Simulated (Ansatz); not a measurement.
# KBr under a change: Br vacancy

The reference is a 16-atom supercell of KBr in the rock salt structure (space group Fm-3m, No. 225; a = 6.608 Å) at its relaxed geometry.

The change: one Br atom is removed, atoms relaxed at fixed cell, starting from a slightly rattled geometry.

Calculations: Ansatz (a first-principles code), r2SCAN, PAW, cutoff 500 eV, no spin-orbit coupling. Settings: 3×3×3 k-points, 0.01 eV Fermi–Dirac smearing.

```json
{
 "pressure": "0.1 GPa (base 0.0 GPa)",
 "largest_displacement_of_a_host_atom_from_its_site_in_the_perfect_cell": "0.01 Å"
}
```

Other magnetic orders, which the real material may have, were not ruled out. The cell is small, so the values are those of an ordered compound at a high defect concentration; dilute-limit values will differ. The defect cell is spin-polarised and ends with 1.0 μB.
